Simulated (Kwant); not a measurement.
Computed with Kwant: Hückel tight-binding model, one pz orbital an atom, one spin, coherent transport at 0 K. Conductance is in e²/h.

System: π system c1cncnc1 between two chain leads. The π system is taken as planar. Atoms are numbered from 0 in the order of the SMILES. Site energies (eV, carbon 0): [0.0, 0.0, -1.35, 0.0, -1.35, 0.0]. Bonds (i, j, β in eV): (0,1,-2.7) (1,2,-2.7) (2,3,-2.7) (3,4,-2.7) (4,5,-2.7) (5,0,-2.7). Leads: chains of hopping −4.1 eV, joined by −0.81 eV to atoms 1 and 3.

Site energies and bond integrals are typed Hückel values.

Sweep values stay those of the base run.

One input was changed, with this effect: transmission at E = 0 < 1e-12 → 0.00088.

Task: Which change was it?
(A) contacts moved from atoms [1, 3] to [0, 1]
(B) contacts moved from atoms [1, 3] to [0, 3]
(C) contacts moved from atoms [1, 3] to [1, 5]

Result: C, contacts moved from atoms [1, 3] to [1, 5]
